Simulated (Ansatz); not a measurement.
## A computed series for AlN: response to strain

The reference is AlN in the zinc blende structure (space group F-43m, No. 216).

```
CELL_PARAMETERS angstrom
      0.00000     2.20159     2.20159
      2.20159     0.00000     2.20159
      2.20159     2.20159     0.00000
ATOMIC_POSITIONS crystal
  Al 0.00000 0.00000 0.00000
  N  0.25000 0.25000 0.25000
```

Strains are applied to the cell and any free atomic positions relax.

All numbers come from PBE (Ansatz, a first-principles code; PAW; 420 eV plane waves; scalar-relativistic without spin-orbit coupling).

Notes on the quantities. energy relative to the base: free energy F.

```tsv
change	electron mass	energy relative to the base	pressure
base	0.53 mₑ along k, 0.33 mₑ across (at X)	0 meV/atom	0.00 GPa
isotropic strain −2.50 %	0.52 mₑ along k, 0.32 mₑ across (at X)	+39 meV/atom	16.97 GPa
isotropic strain −2.00 %	0.52 mₑ along k, 0.32 mₑ across (at X)	+25 meV/atom	13.14 GPa
isotropic strain −1.50 %	0.52 mₑ along k, 0.32 mₑ across (at X)	[?]	9.55 GPa
isotropic strain −0.50 %	0.53 mₑ along k, 0.33 mₑ across (at X)	+1.5 meV/atom	2.98 GPa
isotropic strain +0.50 %	0.53 mₑ along k, 0.33 mₑ across (at X)	+1.4 meV/atom	-2.80 GPa
isotropic strain +1.00 %	0.53 mₑ along k, 0.33 mₑ across (at X)	+5.6 meV/atom	-5.42 GPa
isotropic strain +1.50 %	0.54 mₑ along k, 0.33 mₑ across (at X)	+12 meV/atom	[?]
isotropic strain +2.00 %	0.54 mₑ along k, 0.33 mₑ across (at X)	+22 meV/atom	-10.18 GPa
isotropic strain +3.00 %	0.24 mₑ (at Γ)	+48 meV/atom	[?]
```

Task: Some entries are withheld; estimate them.

Result: 
- isotropic strain −1.50 %, energy relative to the base: +14 meV/atom
- isotropic strain +1.50 %, pressure: -7.88 GPa
- isotropic strain +3.00 %, pressure: -14.34 GPa

The levels and masses belong to the bands next to the band gap. Effective masses come from finite differences of ±0.01 Å⁻¹. Along k means along the line from Γ to the band edge. Stability against distortions was not tested. This is not the structure that AlN has at room temperature and ambient pressure.
